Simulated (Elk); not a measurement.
A self-consistent single point of CaSe (Fm-3m, 2 atoms in the cell) with Elk.

Method: Elk 10.2.4 with PBE, spin-orbit coupling in second variation, all-electron FP-LAPW, Elk's shipped species files, APW+lo basis with extra local orbitals.

```
CELL_PARAMETERS angstrom
      0.00000     3.04004     3.04004
      3.04004     0.00000     3.04004
      3.04004     3.04004     0.00000
ATOMIC_POSITIONS crystal
  Ca 0.00000 0.00000 0.00000
  Se 0.50000 0.50000 0.50000
```

Reference input (self-consistent single point, DFT, PBE, all-electron FP-LAPW, Elk's shipped species files, APW+lo basis with extra local orbitals): xctype = 20; rgkmax = 8; stype = 0; swidth = 0.0001 Ha; ngridk = 6 6 6; gmaxvr = 16 1/bohr; nxlo = 2; lorbcnd = true; lmaxi = 3; maxscl = 100. This run's input differs from it in these lines:

```diff
@@ -5,2 +5,5 @@
   20
+
+spinorb
+  .true.
 
@@ -20,2 +23,5 @@
   3
+
+nempty
+  10
```

Log, with long lists cut:

```
│ Self-consistent loop started │
│ Loop number : 1 │
 total energy                :     -3117.91983745
 total moment                :  -0.3341966369E-25 -0.1513034076E-22 -0.1341320959E-22
│ Loop number : 2 │
 total energy                :     -3117.83423871
 total moment                :   0.4462164163E-23 -0.1364930698E-22  0.1276071034E-23
RMS change in Kohn-Sham potential (target) :   0.1694548945     (  0.1000000000E-05)
Absolute change in total energy (target)   :   0.8559873438E-01 (  0.1000000000E-03)
│ Loop number : 3 │
 total energy                :     -3116.36166842
   [... lines left out ...]
 total energy                :     -3110.90976965
 total moment                :   0.1152695963E-22  0.7416831765E-23  0.1367950342E-24
RMS change in Kohn-Sham potential (target) :   0.6712950797E-07 (  0.1000000000E-05)
Absolute change in total energy (target)   :   0.2161241873E-03 (  0.1000000000E-03)
│ Loop number : 14 │
 total energy                :     -3110.90977139
 total moment                :  -0.2391883653E-24  0.1160459219E-22  0.2620087493E-23
RMS change in Kohn-Sham potential (target) :   0.3598548490E-07 (  0.1000000000E-05)
Absolute change in total energy (target)   :   0.5228983264E-04 (  0.1000000000E-03)
Convergence targets achieved

│ Loop number : 15 │

Energies :
 Fermi                       :     0.131652969011
 xc effective B-field        :    -0.209239742160E-10
 external B-field            :      0.00000000000
 total energy                :     -3110.90977459
 (external B-field energy excluded from total)

Density of states at Fermi energy :   0.8323981218E-05
 (states/Hartree/unit cell)

Estimated indirect band gap :   0.7663057961E-01
 from k-point      1 to k-point     13
Estimated direct band gap   :   0.1025907555
 at k-point      1

Charges :
 core                        :    28.00000000
 valence                     :    26.00000000
 interstitial                :    3.328835569
 muffin-tins (core leakage)
  species :    1 (Ca)
   atom    1                 :    18.12299333     (  0.1940530936E-07)
  species :    2 (Se)
   [... lines left out ...]
 muffin-tins
  species :    1 (Ca)
   atom    1                 :   0.4058385419E-23  0.7917907333E-23 -0.5834393211E-23
  species :    2 (Se)
   atom    1                 :   0.2525965537E-23 -0.5971304035E-23  0.3783763818E-23
 total in muffin-tins        :   0.6584350957E-23  0.1946603298E-23 -0.2050629393E-23
 total moment                :   0.7172857172E-23  0.3293398987E-24 -0.4705142879E-23

│ Self-consistent loop stopped │
```

The run converged in 15 iterations. The count includes the last loop, which Elk runs after its targets are met. Against the reference run the gap on the mesh goes from 2.214 to 2.085 eV.

The starting cell comes from a database of computed structures (which also holds hypothetical and non-ambient phases and stackings), without a prior relaxation at this level. Its lattice was rescaled by a random factor within 2.5 % of one. Values depend on the basis (sphere radii, cutoffs, local orbitals), which need not be converged.
